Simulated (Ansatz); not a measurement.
Faces of fcc Pt in 1x1 cells, as slabs relaxed from ideal cuts; for each face the lowest of the symmetric, stoichiometric cuts and spin starts that were computed. The slabs keep the symmetry of their cuts; real faces may buckle, or reconstruct in larger cells. No spin-orbit coupling, no Hubbard U.

Method: PBE (plane waves to 420 eV, PAW; Ansatz, an electronic-structure program).

```tsv
face	cell area (Å²)	outermost plane spacing of the ideal cut (Å)	γ unrelaxed (J/m²)	γ relaxed (J/m²)	work function, top face (eV)
(100)	7.88	1.98	1.89	1.87	5.66
(110)	11.14	1.40	2.03	1.90	?
(111)	6.82	2.29	1.47	?	5.69
(210)	17.62	0.89	2.09	1.92	5.28
(211)	19.30	0.81	1.84	1.69	?
(221)	23.64	0.66	1.80	1.65	5.39
(311)	13.07	1.20	1.95	1.81	?
(320)	28.41	0.55	2.09	1.91	5.25
(321)	29.49	0.53	1.96	1.80	5.38
(322)	32.49	0.48	1.72	1.63	5.58
```

Problem. Some entries are withheld; supply them.

Solution. 
- (110), work function, top face (eV): 5.27
- (111), γ relaxed (J/m²): 1.47
- (211), work function, top face (eV): 5.55
- (311), work function, top face (eV): 5.54
